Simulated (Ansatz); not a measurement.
LiF (model structure, started from the NiAs type, P6₃/mmc, No. 194, 4 atoms in the cell) was calculated with HSE06 (Ansatz, a first-principles code, PAW).

Run with plane-wave cutoff 460 eV, 12×12×6 k mesh (along the axes of the cell as run), Fermi–Dirac smearing 0.01 eV, scalar-relativistic PAW data made under PBE.

The cell is the one relaxed with PBEsol. Conventional cell: a = 2.7865 Å, b = 2.7865 Å, c = 4.8101 Å, α = 90.00°, β = 90.00°, γ = 120.00°.

```yaml
crystal:
  lattice:
    - [2.78650, 0.00000, 0.00000]
    - [-1.39325, 2.41318, 0.00000]
    - [0.00000, 0.00000, 4.81014]
  atoms:
    - { symbol: Li, position: [0.00000, 0.00000, 0.00000] }
    - { symbol: Li, position: [0.00000, 0.00000, 0.50000] }
    - { symbol: F, position: [0.33333, 0.66667, 0.25000] }
    - { symbol: F, position: [0.66667, 0.33333, 0.75000] }
```

Problem. List the 10 lowest band energies at Γ above −25 eV (eV, relative to the valence band maximum), grouping those that round alike.

Solution. At Γ: -21.70, -21.34, -2.80, -0.31, -0.18 (×2), 0.00 (×2), 11.40, 13.16.

Note: the run warned that its exchange threshold was loose for the stress; the relaxation could raise the start's symmetry but not lower it, so the cell can be a saddle point.

A model structure was made by putting elements into a prototype or built by hand; it is no filed structure, need not be a known phase, and can be a saddle point held by its symmetry.
